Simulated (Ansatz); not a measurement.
NbCuN2 (model structure, started from the TaCuN2 type, R-3m, No. 166, 4 atoms in the cell), treated with PBEsol (plane waves, PAW; Ansatz, a first-principles code).

Run with plane-wave cutoff 520 eV, 12×12×12 k mesh, Fermi–Dirac smearing 0.01 eV, no spin polarisation, scalar-relativistic PAW data made under PBE.

Cell (relaxed at this level):

Space group R-3m, hexagonal axes (No. 166); a = b = 3.121 Å, c = 17.302 Å, α = β = 90.00°, γ = 120.00°

```json
[
 {"atom": "Nb", "site": "3b", "symmetry": "-3m", "x": "0.0000", "y": "0.0000", "z": "0.5000"},
 {"atom": "Cu", "site": "3a", "symmetry": "-3m", "x": "0.0000", "y": "0.0000", "z": "0.0000"},
 {"atom": "N", "site": "6c", "symmetry": "3m", "x": "0.0000", "y": "0.0000", "z": "0.1053"}
]
```
(The calculation used a cell of 4 atoms; values per cell refer to that cell.)

Problem. Give the computed band gap, Γ–Γ gap and bulk modulus B0.

Solution. 
* **band gap**: 0.15 eV (on the SCF k mesh)
* **Γ–Γ gap**: 1.76 eV
* **bulk modulus B0**: 209 GPa

Note: the bulk modulus is −V dP/dV from two relaxed cells at ±2 % in volume; the relaxation could raise the start's symmetry but not lower it, so the cell can be a saddle point.

Spin–orbit coupling is not included.

Static lattice: no zero-point or thermal effects.

It cost roughly 4 core-minutes of CPU time.

A model structure was made by putting elements into a prototype or built by hand; it is no filed structure, need not be a known phase, and can be a saddle point held by its symmetry.
